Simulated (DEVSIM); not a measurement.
Device: Ti/SiO2/n-Si capacitor, at 300 K.

```csv
layer (left to right),material,thickness (nm),Nd (cm⁻³)
1,SiO2,9.00,-
2,Si,7700,5.5e15
```

Metal gate on the left, work function 4.33 eV. Fixed charge at the semiconductor interface 1.5e11 cm⁻² (in units of +e); interface traps 1e12 cm⁻² eV⁻¹, uniform in energy, neutral level at 0.5 of the gap above the valence band.

Constants are typed, rounded textbook-type inputs, not results; the design itself was drawn at random and stands for no fabricated device. Values at 300 K.

```csv
parameter,SiO2,Si
gap (eV),9,1.124
affinity (eV),0.9,4.05
permittivity,3.9,11.7
Nc (cm⁻³),-,2.86e19
Nv (cm⁻³),-,3.1e19
```

DEVSIM, 1D Poisson equation in equilibrium, Boltzmann statistics, complete ionisation; no quantum confinement or tunnelling. Metal contacts follow the ideal Schottky-Mott rule: no Fermi-level pinning, no interface dipoles.

Tabulate band edges, carrier densities and field at 1.5 V on the gate.

Energies count from the Fermi level of the right contact; mesh points crowd at the junctions.

| x (μm) | Ec (eV) | Ev (eV) | n (cm⁻³) | p (cm⁻³) | field (V/cm) |
|---|---|---|---|---|---|
| 0.000 | 1.930 | -7.070 | < 1e2 | < 1e2 | 1400000 |
| 0.001446 | 2.128 | -6.872 | < 1e2 | < 1e2 | 1400000 |
| 0.004071 | 2.487 | -6.513 | < 1e2 | < 1e2 | 1400000 |
| 0.007157 | 2.910 | -6.090 | < 1e2 | < 1e2 | 1400000 |
| 0.009124 | 0.015 | -1.109 | 1.6e19 | < 1e2 | 360000 |
| 0.01084 | 0.055 | -1.069 | 3.4e18 | < 1e2 | 160000 |
| 0.01507 | 0.099 | -1.025 | 6.2e17 | 190 | 69000 |
| 0.03074 | 0.155 | -0.969 | 7.1e16 | 1600 | 20000 |
| 0.06312 | 0.192 | -0.932 | 1.7e16 | 6900 | 6500 |
| 0.1368 | 0.215 | -0.909 | 7.1e15 | 16000 | 1300 |
| 0.3191 | 0.221 | -0.903 | 5.5e15 | 21000 | 42 |
| 0.9933 | 0.221 | -0.903 | 5.5e15 | 21000 | ≈ 0 |
| 2.307 | 0.221 | -0.903 | 5.5e15 | 21000 | ≈ 0 |
| 4.966 | 0.221 | -0.903 | 5.5e15 | 21000 | ≈ 0 |
| 6.843 | 0.221 | -0.903 | 5.5e15 | 21000 | ≈ 0 |
| 7.351 | 0.221 | -0.903 | 5.5e15 | 21000 | ≈ 0 |
| 7.556 | 0.221 | -0.903 | 5.5e15 | 21000 | ≈ 0 |
| 7.646 | 0.221 | -0.903 | 5.5e15 | 21000 | ≈ 0 |
| 7.690 | 0.221 | -0.903 | 5.5e15 | 21000 | ≈ 0 |
| 7.702 | 0.221 | -0.903 | 5.5e15 | 21000 | ≈ 0 |
| 7.707 | 0.221 | -0.903 | 5.5e15 | 21000 | ≈ 0 |
| 7.709 | 0.221 | -0.903 | 5.5e15 | 21000 | ≈ 0 |
